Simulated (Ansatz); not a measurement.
Electronic density of states of amorphous Ti20O41Sr, density 3.67 g/cm³, on a 2×2×2 Γ-centred mesh with a Gaussian width of 0.1 eV; energies count from the Fermi level, whose place inside the gap is arbitrary. Cell and mesh are small, so fine structure isn't converged. The numbers are results of PBE, scalar-relativistic without spin-orbit coupling (plane waves to 420 eV, PAW; Ansatz, a first-principles code), not measurements. Sampling: a 2×2×2 Γ-centred mesh; Fermi-Dirac width 0.02 eV; no spin polarisation. At PBE the levels at the empty edge of the gap are localised (band-tail or defect states).

It comes from a melt-quench run on a machine-learned potential (CHGNet), relaxed afterwards by DFT. O atoms were pushed apart under 1.9 Å during the dynamics, to hinder bonds among them. The hot cell started wider than the set density and was brought back towards it in steps. It is the lowest in DFT energy of 2 quenches. It is a model cell: composition and starting density were chosen by hand, and all elements were melted together. No dispersion term was used. Its density started from a set value of 3.67 and ended at 3.67 g/cm³. The simulated quench (nominally 360 K/ps over its main leg) is rapid and tends to freeze in more defects than a deposited or slowly cooled glass has. Values belong to this one cell and scatter from quench to quench. The volume was held where the preparation left it and the shape relaxed, at a PBE pressure of 1.7 GPa. Stress components on the final sampling reach 1.8 GPa. On a 2×2×2 Γ-centred mesh force components of up to 0.14 eV/Å stay, since the relaxation ran on the zone centre alone.

(E - EF (eV), states/(eV atom)): (-12.00, 0.00); (-11.90, 0.00); (-11.80, 0.00); (-11.70, 0.00); (-11.60, 0.00); (-11.50, 0.00); (-11.40, 0.00); (-11.30, 0.00); (-11.20, 0.00); (-11.10, 0.00); (-11.00, 0.00); (-10.90, 0.00); (-10.80, 0.00); (-10.70, 0.00); (-10.60, 0.00); (-10.50, 0.00); (-10.40, 0.00); (-10.30, 0.00); (-10.20, 0.00); (-10.10, 0.00); (-10.00, 0.00); (-9.90, 0.00); (-9.80, 0.00); (-9.70, 0.00); (-9.60, 0.00); (-9.50, 0.00); (-9.40, 0.00); (-9.30, 0.00); (-9.20, 0.00); (-9.10, 0.00); (-9.00, 0.00); (-8.90, 0.00); (-8.80, 0.00); (-8.70, 0.00); (-8.60, 0.00); (-8.50, 0.00); (-8.40, 0.00); (-8.30, 0.00); (-8.20, 0.00); (-8.10, 0.00); (-8.00, 0.00); (-7.90, 0.00); (-7.80, 0.00); (-7.70, 0.00); (-7.60, 0.00); (-7.50, 0.00); (-7.40, 0.00); (-7.30, 0.00); (-7.20, 0.00); (-7.10, 0.00); (-7.00, 0.00); (-6.90, 0.00); (-6.80, 0.00); (-6.70, 0.00); (-6.60, 0.00); (-6.50, 0.00); (-6.40, 0.00); (-6.30, 0.00); (-6.20, 0.05); (-6.10, 0.24); (-6.00, 0.39); (-5.90, 0.32); (-5.80, 0.41); (-5.70, 0.58); (-5.60, 0.71); (-5.50, 0.86); (-5.40, 0.82); (-5.30, 0.79); (-5.20, 0.86); (-5.10, 0.91); (-5.00, 0.89); (-4.90, 0.80); (-4.80, 0.89); (-4.70, 1.02); (-4.60, 1.11); (-4.50, 1.07); (-4.40, 1.09); (-4.30, 1.15); (-4.20, 1.10); (-4.10, 0.98); (-4.00, 0.89); (-3.90, 0.82); (-3.80, 0.83); (-3.70, 0.86); (-3.60, 0.83); (-3.50, 0.78); (-3.40, 0.78); (-3.30, 0.81); (-3.20, 0.87); (-3.10, 0.88); (-3.00, 0.90); (-2.90, 0.84); (-2.80, 0.84); (-2.70, 0.93); (-2.60, 0.95); (-2.50, 0.88); (-2.40, 0.83); (-2.30, 0.87); (-2.20, 0.96); (-2.10, 0.94); (-2.00, 0.81); (-1.90, 0.75); (-1.80, 0.73); (-1.70, 0.73); (-1.60, 0.77); (-1.50, 0.67); (-1.40, 0.49); (-1.30, 0.28); (-1.20, 0.09); (-1.10, 0.01); (-1.00, 0.00); (-0.90, 0.00); (-0.80, 0.00); (-0.70, 0.00); (-0.60, 0.00); (-0.50, 0.00); (-0.40, 0.00); (-0.30, 0.00); (-0.20, 0.00); (-0.10, 0.00); (0.00, 0.00); (0.10, 0.00); (0.20, 0.00); (0.30, 0.00); (0.40, 0.00); (0.50, 0.00); (0.60, 0.00); (0.70, 0.00); (0.80, 0.00); (0.90, 0.00); (1.00, 0.00); (1.10, 0.01); (1.20, 0.09); (1.30, 0.19); (1.40, 0.30); (1.50, 0.53); (1.60, 0.61); (1.70, 0.70); (1.80, 0.87); (1.90, 0.93); (2.00, 0.90); (2.10, 0.93); (2.20, 0.94); (2.30, 0.92); (2.40, 0.99); (2.50, 1.02); (2.60, 0.93)

The level gap on this mesh is 2.53 eV; the broadening fills part of it in the curve.
